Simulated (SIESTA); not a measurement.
Band structure of LaAgO2 (R-3m, 4 atoms in the cell).

```yaml
crystal:
  lattice:
    - [1.90759, 1.10135, 6.14218]
    - [-1.90759, 1.10135, 6.14218]
    - [0.00000, -2.20270, 6.14218]
  atoms:
    - { symbol: La, position: [0.50000, 0.50000, 0.50000] }
    - { symbol: Ag, position: [0.00000, 0.00000, 0.00000] }
    - { symbol: O, position: [0.11051, 0.11051, 0.11051] }
    - { symbol: O, position: [0.88949, 0.88949, 0.88949] }
```

Method: GGA PBEsol, numerical atomic orbitals DZP, PseudoDojo PBEsol standard norm-conserving potentials (rewritten from UPF to PSML) run with SIESTA 5.4.2.

Settings: XC.functional = GGA; XC.authors = PBEsol; potentials = PseudoDojo PBEsol standard; PAO.BasisSize = DZP; PAO.EnergyShift = 0.005 Ry; MeshCutoff = 400 Ry; kgrid.MonkhorstPack = 8 8 8; OccupationFunction = FD; ElectronicTemperature = 10 K; MaxSCFIterations = 150; SCF.Mixer.Method = Pulay; SCF.Mixer.Weight = 0.1; SCF.Mixer.History = 6; SCF.DM.Tolerance = 1.0E-05.

The starting cell comes from a database of computed structures (which also holds hypothetical and non-ambient phases and stackings), without a prior relaxation at this level. Values carry the incompleteness of an atom-centred basis.

Predict the gap along the standard path and the places of the band edges.

The gap along the path is 2.67 eV, from Z to Γ; the smallest direct gap on it is 2.86 eV.

Levels in eV from the top of the valence band on the path, bands 18 to 22:
```tsv
point	18	19	20	21	22
Γ	-1.52	-1.52	-0.90	-0.90	2.67
L	-2.01	-0.20	-0.08	-0.05	2.81
B1	-1.46	-0.83	-0.28	-0.20	3.89
B	-1.46	-0.83	-0.28	-0.20	3.89
Z	-2.37	-2.23	0.00	0.00	3.98
X	-1.52	-0.80	-0.24	-0.21	3.81
Q	-1.52	-0.80	-0.24	-0.21	3.81
F	-1.25	-1.01	-0.94	-0.27	3.61
P1	-1.56	-0.65	-0.43	-0.29	3.32
P	-1.56	-0.65	-0.43	-0.29	3.32
```

Higher empty bands are left out: an atom-centred basis made for the valence describes them poorly.
